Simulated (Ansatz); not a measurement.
Start from Ru in the hcp (Mg type) structure (space group P6_3/mmc, No. 194; a = 2.6756 Å, c = 4.2237 Å; relaxed with 0.1 eV smearing). Axes: x lies along a and z along c of the hexagonal cell.

Calculations: LDA (Ansatz, a first-principles code, PAW, spin-orbit coupling left out).

Base values:

* **Band gap**: zero

Modification: tensile biaxial strain of 3.00 % in the plane normal to [001], as in epitaxy on a mismatched substrate; the out-of-plane cell vector and the atoms relax.

Predict the new ratio −ε⊥/ε∥.

The ratio −ε⊥/ε∥ amounts to 0.55.

How does this affect the in-plane stress?

The mean in-plane stress (compression positive) amounts to -18.9 GPa.

How does this affect the band gap?

The band gap stays zero.

Stability against distortions was not tested. All final runs are without spin polarisation.
